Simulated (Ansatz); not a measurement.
Input:

```xyz
8
Lattice="6.1336 0.0000 0.0000 3.0668 5.3119 0.0000 3.0668 -1.7706 2.5503" Properties=species:S:1:pos:R:3 pbc="T T T"
Co     6.1336     0.0000     1.1167
Co     8.5650     0.3723     2.1752
Co     4.5955     1.9195     2.1752
Co     8.3071     3.0201     2.1752
Si     6.1336     3.5412     1.3578
Si     3.6399     3.2069     0.4004
Si     1.5364     1.5488     0.4004
Si     4.0241     0.5561     0.4004
```

No spin polarisation.

Calculations: r2SCAN (Ansatz, a program for electronic structure, PAW, scalar-relativistic without spin-orbit coupling), earlier PAW set. k-mesh 11×11×11 (Γ-centred); smearing 0.05 eV (Fermi–Dirac).

Task: Estimate the band gap.

Result: Zero.

Task: What is the computed space group?

Result: R3 (No. 146).

Task: What pressure (mean of the normal stresses, compression positive) does the calculation give?

Result: 3.4 GPa.

The cells carry an imposed strain or load. Stability against distortions was not tested. The final runs are not spin-polarised. The cell was made from CoSi (space group P2_13, No. 198; non-magnetic) by this change: biaxial strain −1.04 %, plane normal [111], relaxed out of plane. The zero or small gap of CoSi can change with the level of theory.
